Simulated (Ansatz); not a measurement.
Migration barriers of vacancies in oxides: PBE bands (Ansatz, a first-principles code, plane waves to 420 eV, PAW, climbing-image NEB) beside r2SCAN single points (500 eV) at the PBE geometries. Forward barriers of single hops from the lowest site run, static nuclei, no finite-size correction. The rows are a random draw from the bands that converged and passed our checks of state and shape. Saddle orders were checked for a part of the study's bands only and are not shown. Vacancies start on their lattice site; split forms were not set up. Charge states are imposed. Spin-orbit coupling is left out.

| Defect | Route | Hop (Å), direction in the unit cell | End over start, densest mesh run (eV) | Cell and PBE mesh | r2SCAN k-points | PBE (eV) | r2SCAN (eV) |
|---|---|---|---|---|---|---|---|
| Sn vacancy in rutile SnO2, charge -4 | a nearby Sn jumps into the vacancy | 3.67 along (0.49, 0.49, -0.49) | 0.00 | 72 sites, one k-point at (0.250, 0.250, 0.250) | same mesh | 2.69 | 3.04 |
| O vacancy in hexagonal La2O3, charge +2 | a nearby O jumps into the vacancy | 2.38 along (0.55, 0.27, 0.24) | 0.00 | 90 sites, Γ | same mesh | 0.67 | ___ |
| O vacancy in bixbyite In2O3, charge 0 | a nearby O jumps into the vacancy | 2.65 along (-0.04, -0.04, 0.25) | 0.00 | 80 sites, one k-point at (0.250, 0.250, 0.250) | same mesh | 1.22 | 1.29 |
| O vacancy in monoclinic HfO2, charge +2 | a nearby O jumps into the vacancy | 1.90 along (-0.36, -0.08, -0.13) | 0.62 | 96 sites, Γ | same mesh | 0.68 | 0.66 |
| Ga vacancy in alpha Ga2O3, charge -3 | a nearby Ga jumps into the vacancy | 2.57 along (-0.29, -0.57, 0.04) | 0.00 | 120 sites, Γ | same mesh | 1.13 | 1.04 |
| Mg vacancy in rock-salt MgO, charge -2 | a nearby Mg jumps into the vacancy | 2.84 along (0.00, -0.47, -0.47) | 0.00 | 64 sites, Γ | same mesh | 2.00 | 2.05 |
| O vacancy in bixbyite In2O3, charge +2 | a nearby O jumps into the vacancy | 3.35 along (0.23, 0.23, 0.04) | 0.00 | 80 sites, one k-point at (0.250, 0.250, 0.250) | same mesh | 1.39 | 1.52 |
| O vacancy in rutile SnO2, charge 0 | a nearby O jumps into the vacancy | 3.26 along (0.00, 0.00, -1.01) | 0.00 | 72 sites, one k-point at (0.250, 0.250, 0.250) | same mesh | 2.37 | ___ |

Problem. Some entries are withheld; supply them.

Solution. 
- O vacancy in rutile SnO2, charge 0, r2SCAN (eV): 2.75
- O vacancy in hexagonal La2O3, charge +2, r2SCAN (eV): 0.69
